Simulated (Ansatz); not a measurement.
## A computed series for ZnSe: response to strain

Take ZnSe in the zinc blende structure (space group F-43m, No. 216) as the base.

```cif
data_SeZn
_chemical_formula_sum 'Se1 Zn1'
_space_group_name_H-M_alt 'P 1'
_space_group_IT_number 1
_cell_length_a 4.00652
_cell_length_b 4.00652
_cell_length_c 4.00652
_cell_angle_alpha 60.000
_cell_angle_beta 60.000
_cell_angle_gamma 60.000
loop_
_space_group_symop_operation_xyz
  'x, y, z'
loop_
_atom_site_label
_atom_site_type_symbol
_atom_site_fract_x
_atom_site_fract_y
_atom_site_fract_z
_atom_site_occupancy
Se1 Se 0.75000 0.75000 0.75000 1
Zn1 Zn 0.00000 0.00000 0.00000 1
```

Strains are applied to the cell and any free atomic positions relax.

Method: r2SCAN/PAW in Ansatz (a first-principles code), no spin-orbit coupling, earlier PAW set.

```tsv
isotropic strain (%)	pressure (GPa)
-1.54	3.4
-0.49	1.0
0	0.0
0.87	?
3.34	-5.2
```

Problem. Fit P = P₀ − Bδ + Cδ² with δ = (1 + ε)³ − 1 to the rows shown and predict the withheld row.

Solution. Least squares on the printed values gives P₀ = 0.0 GPa, B = 67.3 GPa, C = 166 GPa (largest residual 0.0 GPa); this predicts -1.7 GPa, and the run gives -1.6 GPa, in agreement.

No phonon test of stability was made.
